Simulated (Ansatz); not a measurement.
Start from Os in the hcp (Mg type) structure (space group P6_3/mmc, No. 194; a = 2.729 Å, c = 4.307 Å).

Method: Ansatz (a program for electronic structure) PBEsol, spin-orbit coupling left out, earlier PAW set.

For the base:

| Item | Value |
|---|---|
| Volume per atom | 13.89 Å³ |

One thing is altered: every Os is replaced by Ru, then cell and atoms are relaxed.

Q: Estimate the effect on the volume per atom.

A: The volume per atom falls by 0.57 Å³, from 13.89 Å³ to 13.32 Å³.

Whether these cells are dynamically stable was not tested. All final runs are without spin polarisation.
